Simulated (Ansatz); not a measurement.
The starting structures come from a database of crystals and need not be the phases stable at ambient conditions.

By PBEsol, the system below comes out a metal.

Given:

```xyz
4
Lattice="4.1774 0.0000 0.0000 0.0000 5.5392 0.0000 2.0887 0.0000 3.6178" Properties=species:S:1:pos:R:3 pbc="T T T"
Sb     4.1774     1.3848     2.4118
Sb     2.0887     4.1544     1.2059
Pt     0.0000     2.7696     0.0000
Pt     0.0000     0.0000     0.0000
```

Space group of this cell: P6_3/mmc, NiAs type. The cell is taken as given; by PBEsol its mean pressure is -2.3 GPa.

The current flows along the normal of the first two printed cell vectors, the (100) plane of the conventional cell. No spin-orbit coupling; the value is a mean over 0.1 eV about the Fermi level.

Task: Predict the ballistic conductance per area from PBEsol in Ansatz (a program for electronic structure).

Result: 0.73 × 10¹⁵ S/m² for both spins.
